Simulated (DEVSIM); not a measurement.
System: Schottky contact on n-type Si, at 300 K.

| layer (left to right) | material | thickness (μm) | Nd (cm⁻³) | τn (s) | τp (s) |
|---|---|---|---|---|---|
| 1 | Si | 14.0 | 3.2e16 | 4.6e-7 | 4.6e-7 |

Left contact: Schottky, work function 4.78 eV, emission velocity 6.6e6 cm/s. Right contact: ohmic. Voltage is applied to the left contact. Recombination: SRH at mid-gap, Auger. Mobility is μmin + (μ − μmin)/(1 + (N/Nref)^α).

Constants are typed, rounded textbook-type inputs, not results; the design itself was drawn at random and stands for no fabricated device. Values at 300 K; Nc and Nv go as T^1.5, mobilities as T to minus their exponent, the gap by Varshni's rule with the affinity fixed.

```csv
parameter,Si
gap (eV),1.124
affinity (eV),4.05
permittivity,11.7
Nc (cm⁻³),2.86e19
Nv (cm⁻³),3.1e19
μn (cm²/Vs),1417
μp (cm²/Vs),470
"μn,min",52
"μp,min",45
"Nref,n",9.7e16
"Nref,p",2.2e17
αn,0.68
αp,0.72
T exponent of μn,2.3
T exponent of μp,2.2
Cn (cm⁶/s),2.8e-31
Cp (cm⁶/s),9.9e-32
Varshni α (eV/K),0.000473
Varshni β (K),636
```

Simulated with DEVSIM: 1D drift-diffusion, Boltzmann statistics, complete ionisation; no tunnelling, impact ionisation, image-force lowering or self-heating. Metal contacts follow the ideal Schottky-Mott rule: no Fermi-level pinning, no interface dipoles.

The temperature was swept, all else fixed.

```tsv
temperature (K)	dark forward voltage at 100 A/cm² (V)	potential step across the device at zero bias (V)	largest field in the device at zero bias (V/cm)
250	0.488	0.589	75000
300	0.439	0.554	72000
350	0.391	0.518	69000
400	(withheld)	0.481	66000
450	0.301	0.443	64000
500	0.260	0.404	62000
```

**Question.** Complete the blanks.

**Answer.** 
- 400, dark forward voltage at 100 A/cm² (V): 0.345
